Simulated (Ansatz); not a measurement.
## A constructed model of the (0001) surface of hcp Zr, a layer of Hf in place of the second plane (bottom of the slab: a bare face, its two planes held)

Method: PBE (plane waves to 420 eV, PAW; Ansatz, a quantum-chemistry and plane-wave program).

Slab: 6 atoms, 12.9 Å thick at the start; k 13x13x1, smearing 0.1 eV, dipole-corrected; 2 atoms held, the rest relaxed; start symmetry kept, larger cells not searched; no spin, no spin-orbit, no U. It is one candidate, not shown to be the stable structure of the face.

```
Item                                                     Value
-----------------------------  -------------------------------
work function of the top face                          4.22 eV
energy released by relaxation                         0.065 eV
cost                           around 2.0 core-minutes (rough)
```
